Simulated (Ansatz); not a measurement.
**TaAl (model structure, Fm-3m, No. 225, 2 atoms in the cell): properties by level of theory**

```
level (code)     equilibrium lattice constant a (Å)  bulk modulus (GPa)  cohesive energy (eV/atom)
---------------  ----------------------------------  ------------------  -------------------------
LDA (Ansatz)                                    ___                 ___                       6.27
PBE (Ansatz)                                  5.284                 ___                       5.29
PBEsol (Ansatz)                               5.231                 130                       5.84
```

### Question
Some entries are withheld; supply them.

### Answer

- LDA (Ansatz, a quantum-chemistry and plane-wave program), equilibrium lattice constant a (Å): 5.185
- LDA (Ansatz), bulk modulus (GPa): 137
- PBE (Ansatz), bulk modulus (GPa): 122

Caveats: the bulk modulus is −V dP/dV from two relaxed cells at ±2 % in volume (LDA, PBE, PBEsol). Ansatz's density-functional and Hartree–Fock values are scalar-relativistic unless marked +SOC, with PAW data made under PBE.

Free atoms are spin-polarised, in the lowest state found; at levels without +SOC their spin–orbit coupling is left out.

The computed numbers hold no vibrational or temperature effects.

A model structure was made by putting elements into a prototype or built by hand; it is no filed structure, need not be a known phase, and can be a saddle point held by its symmetry.
